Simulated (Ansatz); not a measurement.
A15 V₃Si (cubic form, which distorts at low temperature), treated with HSE06 (plane waves, PAW; Ansatz, a program for electronic structure).

Input file:

Ansatz 0.2 input:
```yaml
crystal:
  lattice:
    - [4.661706443, 0.0, 0.0]
    - [0.0, 4.661706443, 0.0]
    - [0.0, 0.0, 4.661706443]
  atoms:
    - { symbol: V, position: [0.25, 0.0, 0.5] }
    - { symbol: V, position: [0.5, 0.25, 0.0] }
    - { symbol: V, position: [0.5, 0.75, 0.0] }
    - { symbol: V, position: [0.75, 0.0, 0.5] }
    - { symbol: V, position: [0.0, 0.5, 0.75] }
    - { symbol: V, position: [0.0, 0.5, 0.25] }
    - { symbol: Si, position: [0.5, 0.5, 0.5] }
    - { symbol: Si, position: [0.0, 0.0, 0.0] }
basis:
  ecutwfc: 460
  ecutrho_ratio: 4
  xc_grid: 2
kpoints:
  mp_grid: { grid: [6, 6, 6] }
hamiltonian:
  xc: hse06
  dispersion: none
  pseudopotentials: { kind: paw }
scf:
  occupations: { method: fermi_dirac, width: 0.05 }
  convergence: { dr2_threshold: 0.0000000008 }
output:
  forces: true
  stress: true
  eigenvalues: true
```

Output (set-up and result lines):

```
WARN output.stress: scf.exx.energy_threshold = 1e-6 eV is looser than the 8e-8 eV advised for a stress under a hybrid functional (1e-8 eV for each atom of the …
Crystal: 8 atoms, lattice volume = 101.306 Å³
Basis set: ecut = 460 eV, 2301 PW (Γ), exchange–correlation on 72×72×72 points (8 copies of the dense FFT grid, shifted against one another)
Bands: 52, of which v1, the nominal top of the filled ones, is band 43 counted from 1 (42 counted from 0)
Symmetry: 48 space group operations
Space group: Pm-3n (ITA 223), of the structure as read, at distance tolerance 4.7e-5 Å
k-points: 20 of 216
SCF iter   1: F=—  HF=-18749.843892 eV  |F-HF|=—  |Δ(HF+E_count)|=         —  Δρ=6.10e-3  dr2=1.82e-2
SCF iter   2: F=—  HF=-18749.837975 eV  |F-HF|=—  |Δ(HF+E_count)|=   5.92e-3  Δρ=2.60e-3  dr2=3.81e-3
  ...
SCF 1 converged in 8 iterations: F = -18749.836903 eV  dr2 = 1.83e-11
Crystal: 8 atoms, lattice volume = 101.306 Å³
Initial density: handed on by an earlier stage of this run
Crystal: 8 atoms, lattice volume = 101.306 Å³
Crystal: 8 atoms, lattice volume = 101.306 Å³
SCF iter   4: F=—  HF=-18742.234766 eV  |F-HF|=—  |Δ(HF+E_count)|=   7.21e-8  Δρ=3.23e-6  dr2=7.75e-9
SCF iter   5: F=-18742.234766 eV  HF=-18742.234766 eV  |F-HF|=2.58e-10  |Δ(HF+E_count)|=   8.43e-9  Δρ=8.75e-7  dr2=7.54e-10
SCF 4 converged in 5 iterations: F = -18742.234766 eV  dr2 = 7.54e-10
Free energy (F): -18742.234766 eV
Internal energy: -18742.158933 eV  (E = F + TS)
E sigma→0 (E₀):  -18742.196850 eV
Fermi energy:    16.092144 eV
--- Stress (GPa, compression-positive) ---
       -0.003291       0.000000       0.000000
        0.000000      -0.003291       0.000000
        0.000000       0.000000      -0.003291
  P = ⅓ Tr σ = -0.0033 GPa (-0.033 kbar)
```

The PAW data were made under PBE.

Note: the run has no spin polarisation, so it can have missed a magnetic state. Note: the run warned that the count of filled bands differs between k points. Note: symmetry holds this phase in the static calculation, where it need not be a minimum.
